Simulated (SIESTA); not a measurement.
# Several settings converged on the (001) slab of Al (cut from a parent of space group no. 225; 4 atoms in the cell)

```
Al
1.0
    2.87237     0.00000     0.00000
   -2.87237     2.87237     0.00000
    0.00000     0.00000    20.09331
Al
4
Direct
  0.00000   0.00000   0.44946
  0.00000   0.50000   0.34837
  0.00000   0.00000   0.65163
  0.00000   0.50000   0.55054
```

Base method: GGA PBEsol, numerical atomic orbitals DZP, PseudoDojo PBEsol standard norm-conserving potentials (rewritten from UPF to PSML) run with SIESTA.

Base settings: XC.functional = GGA; XC.authors = PBEsol; potentials = PseudoDojo PBEsol standard; PAO.BasisSize = DZP; PAO.EnergyShift = 0.01 Ry; MeshCutoff = 350 Ry; kgrid.MonkhorstPack = 15 15 1; OccupationFunction = MP; OccupationMPOrder = 0; ElectronicTemperature = 100 meV.

**The vacuum**

The mesh stays at the base's, so the ladder's end is converged at best in this setting alone.

Only quantities that move along the ladder and can be compared are tabulated; forces are left out, as grid noise moves with the cell.

```csv
vacuum between outermost atoms (Å),free energy less the last step's (meV/atom)
3.0,-130.45
4.0,-66.98
5.0,-31.65
6.0,-11.36
7.0,-1.53
8.0,0.00
10.0,0.00
12.0,0.00
14.0,0.00
17.0,0.00
20.0,0.00
25.0,0.00
30.0,0.00
```

Smallest vacuum between outermost atoms (Å) that holds the free energy within 1 meV/atom of the last step, with all finer ones: 8.0; the step before is off by 1.5 meV/atom.

**The depth of the slab**

On a (001) slab of Al (cut from a parent of space group no. 225; 2 atoms in the cell), and deeper slabs.

Surface energy = (E_slab − N e_bulk)/2A, with e_bulk from the bulk crystal on its finest mesh (9842 k-points); errors per atom of slab and bulk, whose meshes differ, grow with N.

The mesh stays at the base's, so the ladder's end is converged at best in this setting alone.

Only quantities that move along the ladder and can be compared are tabulated; forces are left out, as grid noise moves with the cell.

| atoms | unrelaxed surface energy (J/m²) |
|---|---|
| 2 | 1.241 |
| 4 | 1.152 |
| 6 | 1.129 |
| 8 | 1.152 |
| 10 | 1.147 |
| 12 | 1.149 |
| 14 | 1.143 |

Smallest size that holds the unrelaxed surface energy within 0.02 J/m² of the last step, with all finer ones: 4; the step before is off by 0.099 J/m².

**The depth of the relaxed slab**

On the (001) slab of Al (cut from a parent of space group no. 225; 2 atoms in the cell), and deeper slabs.

In this ladder: MD.TypeOfRun = CG; MD.Steps = 40; MD.MaxForceTol = 0.02 eV/Ang.

Surface energy = (E_slab − N e_bulk)/2A, with e_bulk from the bulk crystal on its finest mesh (9842 k-points); errors per atom of slab and bulk, whose meshes differ, grow with N.

The mesh stays at the base's, so the ladder's end is converged at best in this setting alone.

Only quantities that move along the ladder and can be compared are tabulated; forces are left out, as grid noise moves with the cell.

| atoms | surface energy (J/m²) | relaxation steps |
|---|---|---|
| 2 | 1.222 | 4 |
| 6 | 1.123 | 5 |
| 8 | 1.140 | 9 |

Smallest size that holds the surface energy within 0.05 J/m² of the last step, with all finer ones: 6; the step before is off by 0.083 J/m².

On the base run: the starting cell has typed, rounded lattice constants, without a prior relaxation at this level. The slab is cut from that crystal, and its faces are unrelaxed. Its lattice was rescaled by up to half a per cent. Values carry the incompleteness of an atom-centred basis.

Left out of this page: 1 run of the series outside the window shown, repeating another row's setting, or not comparable.
